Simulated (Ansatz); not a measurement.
Defect calculation: Cu interstitial in zinc-blende InAs

Method: PBE, PAW (plane waves to 420 eV; Ansatz, a first-principles code). Set-up: 64-site cell; 2×2×2 shifted k-points; start: void with 4As nearest; no spin–orbit coupling; no Hubbard U; the functional closes the host's gap; not converged in cell size; relaxed from one start, so a lower configuration may exist.

Neighbours after relaxation, in Å: of the Cu atom: As 2.64, As 2.64, As 2.65, As 2.67.

The name describes the start; the neighbours show where the atoms ended.

```csv
charge,moment (μB),largest move off a lattice site (Å)
0†,quenched,0.05
```

† Not settled in this cell, so no level is given: charge 0: a level filled in part.

Starting moments that weren't kept: charge 0 began with 1 μB and ended with 0.0.
